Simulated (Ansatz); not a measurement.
The parent structure is CdSe in the zinc blende structure (space group F-43m, No. 216; a = 6.0816 Å).

Level of theory: PBEsol, PAW, 420 eV (Ansatz, a program for electronic structure; scalar-relativistic without spin-orbit coupling).

Strains are applied to the cell and any free atomic positions relax.

One change was made to it. Results:

| quantity | base | after |
|---|---|---|
| energy relative to the base (free energy F) | 0 meV/atom | +4.3 meV/atom |
| electron mass | 0.049 mₑ (at Γ) | 0.053 mₑ (at Γ) |
| band gap | 0.48 eV | 0.54 eV |
| hole mass (degenerate bands, along [100]) | 0.050, 0.66, 0.66 mₑ (at Γ) | 0.055, 0.63, 0.63 mₑ (at Γ) |

**Question.** Which change produced these results?
A) isotropic strain +1.50 %
B) isotropic strain −3.00 %
C) isotropic strain +1.00 %
D) isotropic strain −1.00 %
E) isotropic strain +2.50 %

**Answer.** D, isotropic strain −1.00 %. For comparison, the band gap in the other runs: isotropic strain +2.50 % gives 0.34 eV; isotropic strain +1.50 % gives 0.39 eV; isotropic strain −3.00 % gives 0.66 eV; isotropic strain +1.00 % gives 0.42 eV.

Effective masses come from finite differences of ±0.01 Å⁻¹. No phonon test of stability was made.
